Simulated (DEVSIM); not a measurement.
Structure: illuminated Si p-on-n cell, one wavelength, at 400 K.

| layer (left to right) | material | thickness (μm) | Nd (cm⁻³) | Na (cm⁻³) | τn (s) | τp (s) | absorption coefficient (cm⁻¹) |
|---|---|---|---|---|---|---|---|
| 1 | Si | 0.190 | - | 1.6e19 | 2e-9 | 3.8e-9 | 24000 |
| 2 | Si | 53.0 | 1e15 | - | 1.8e-7 | 1.8e-7 | 24000 |

Left contact: ohmic, minority electron recombination velocity 30 cm/s. Right contact: ohmic, minority hole recombination velocity 900 cm/s. Voltage is applied to the left contact. Recombination: SRH at mid-gap, radiative, Auger. Gap narrowing is on: ΔEg = 6.92 meV × (l + √(l² + 0.5)), l = ln(N/1.3e17 cm⁻³), shared equally by both band edges. Light enters at the left, 2.5e16 photons cm⁻² s⁻¹, one pass, no reflection. Mobility is μmin + (μ − μmin)/(1 + (N/Nref)^α).

The device is made up for the run: typed textbook-type constants, with dimensions and the other settings drawn at random. Values at 300 K; Nc and Nv go as T^1.5, mobilities as T to minus their exponent, the gap by Varshni's rule with the affinity fixed.

```
parameter               Si
----------------  --------
gap (eV)             1.124
affinity (eV)         4.05
permittivity          11.7
Nc (cm⁻³)          2.86e19
Nv (cm⁻³)           3.1e19
μn (cm²/Vs)           1417
μp (cm²/Vs)            470
μn,min                  52
μp,min                  45
Nref,n              9.7e16
Nref,p              2.2e17
αn                    0.68
αp                    0.72
T exponent of μn       2.3
T exponent of μp       2.2
B (cm³/s)          4.7e-15
Cn (cm⁶/s)         2.8e-31
Cp (cm⁶/s)         9.9e-32
Varshni α (eV/K)  0.000473
Varshni β (K)          636
```

DEVSIM, 1D drift-diffusion, Boltzmann statistics, complete ionisation; no tunnelling, impact ionisation, image-force lowering or self-heating.

Base results: dark forward voltage at 100 A/cm² (V) 0.778; dark forward voltage at 1 A/cm² (V) 0.401; potential step across the device at zero bias (V) 0.657; largest field in the device at zero bias (V/cm) 180000.

### Question
What follows from this one change: thickness of layer 1 0.19 → 0.95 μm?

### Answer
dark forward voltage at 100 A/cm² 0.778 → 0.783 V; dark forward voltage at 1 A/cm² little changed (0.401 V); potential step across the device at zero bias little changed (0.657 V); largest field in the device at zero bias little changed (190000 V/cm).

### Question
What follows from this one change: doping Nd of layer 2 1e+15 → 3e+15 cm^-3?

### Answer
dark forward voltage at 100 A/cm² 0.778 → 0.764 V; dark forward voltage at 1 A/cm² 0.401 → 0.412 V; potential step across the device at zero bias 0.657 → 0.694 V; largest field in the device at zero bias little changed (190000 V/cm).

### Question
What follows from this one change: doping Na of layer 1 1.6e+19 → 4.8e+18 cm^-3?

### Answer
dark forward voltage at 100 A/cm² little changed (0.780 V); dark forward voltage at 1 A/cm² little changed (0.401 V); potential step across the device at zero bias 0.657 → 0.623 V; largest field in the device at zero bias 180000 → 110000 V/cm.

### Question
What follows from this one change: constant mobility in place of the doping-dependent one?

### Answer
dark forward voltage at 100 A/cm² 0.778 → 0.772 V; dark forward voltage at 1 A/cm² little changed (0.400 V); potential step across the device at zero bias little changed (0.657 V); largest field in the device at zero bias little changed (180000 V/cm).
